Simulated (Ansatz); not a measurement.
# GaSb, response to strain

Base system: GaSb in the zinc blende structure (space group F-43m, No. 216).

```
CELL_PARAMETERS angstrom
      0.00000     3.06618     3.06618
      3.06618     0.00000     3.06618
      3.06618     3.06618     0.00000
ATOMIC_POSITIONS crystal
  Ga 0.00000 0.00000 0.00000
  Sb 0.25000 0.25000 0.25000
```

Cartesian axes are those of the cell as printed.

Strains are applied to the cell and any free atomic positions relax; under biaxial strain the out-of-plane vector relaxes too.

Level of theory: r2SCAN in Ansatz (plane waves to 500 eV, PAW, spin-orbit coupling left out).

```tsv
biaxial strain, plane normal [001], relaxed out of plane (%)	out-of-plane strain (%)
0	0.00
0.5	?
1	-0.85
1.5	-1.28
2	-1.71
```

Question: Fit ε⊥ = −νε + γε² (strains in %) to the rows shown and predict the withheld row.

Answer: Least squares on the printed values gives ν = 0.85 (the biaxial Poisson response) and γ = -0.005 (largest residual 0.00 %); this predicts -0.42 %, and the run gives -0.42 %, in agreement.

No phonon test of stability was made.

Ansatz is a first-principles code.
